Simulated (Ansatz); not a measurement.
**Short convergence ladders for MoRu3 (P6_3/mmc, 8 atoms in the cell)**

```
CELL_PARAMETERS angstrom
      5.44779     0.00000     0.00000
     -2.72389     4.71792     0.00000
      0.00000     0.00000     4.32848
ATOMIC_POSITIONS crystal
  Mo 0.66667 0.33333 0.25000
  Mo 0.33333 0.66667 0.75000
  Ru 0.83388 0.16612 0.75000
  Ru 0.16612 0.83388 0.25000
  Ru 0.66776 0.83388 0.25000
  Ru 0.33224 0.16612 0.75000
  Ru 0.83388 0.66776 0.75000
  Ru 0.16612 0.33224 0.25000
```

Base method: LDA (PW92), default PAW files made with PBE (plane waves; Ansatz, a quantum-chemistry and plane-wave program).

Base settings: basis.ecutwfc = 420 eV; kpoints.mp_grid.grid = 5 5 6; hamiltonian.xc = lda; hamiltonian.pseudopotentials = {kind: paw} (the program's default PAW files); scf.occupations.method = fermi_dirac; scf.occupations.width = 0.1 eV.

Core times come from one kind of shared machine, to one figure; runs under 30 s give none.

**Zone-centre phonons against the cutoff**

In this ladder: phonons.method = dfpt.

The mesh stays at the base's, so the ladder's end is converged at best in this setting alone.

Frequencies are those of the unrelaxed cell, without the LO-TO term of polar crystals.

Only quantities that move along the ladder and can be compared are tabulated.

```csv
basis.ecutwfc,highest zone-centre frequency (cm⁻¹),lowest optical frequency (cm⁻¹),core time / last (rough)
210 eV,129.8,-37.6,0.4
295 eV,230.2,123.8,0.5
420 eV,224.1,121.2,0.8
505 eV,224.1,121.2,1
```

Coarsest basis.ecutwfc that holds the highest zone-centre frequency within 2 cm⁻¹ of the last step, with all finer ones: 420 eV; the step before is off by 6.1 cm⁻¹.

Coarsest basis.ecutwfc that holds the lowest optical frequency within 10 cm⁻¹ of the last step, with all finer ones: 295 eV; the step before is off by 160 cm⁻¹.

**Zone-centre phonons against the mesh**

In this ladder: phonons.method = dfpt.

Frequencies are those of the unrelaxed cell, without the LO-TO term of polar crystals.

Only quantities that move along the ladder and can be compared are tabulated.

| kpoints.mp_grid.grid | highest zone-centre frequency (cm⁻¹) | lowest optical frequency (cm⁻¹) | core time / last (rough) |
|---|---|---|---|
| 2 2 2 | 261.6 | -69.1 | 0.04 |
| 4 4 4 | 221.2 | 113.6 | 0.2 |
| 6 6 6 | 226.3 | 117.1 | 0.4 |
| 7 7 7 | 220.5 | 119.5 | 1 |

Coarsest kpoints.mp_grid.grid that holds the highest zone-centre frequency within 10 cm⁻¹: not settled: the last two steps still differ by 5.8 cm⁻¹, over half the tolerance, so the ladder does not show it.

State of the lowest optical frequency at the end of the ladder: still drifting one way, by 5.9 cm⁻¹ over the last two steps, so the last step is no safe reference.

On the base run: the starting cell comes from a database of computed structures (which also holds hypothetical and non-ambient phases and stackings), without a prior relaxation at this level. Its lattice was rescaled by up to half a per cent. Spin polarisation is off. In the base run, with a pressure of about -9 GPa the cell is away from its equilibrium volume at this level.

Keys are those of Ansatz 0.2.
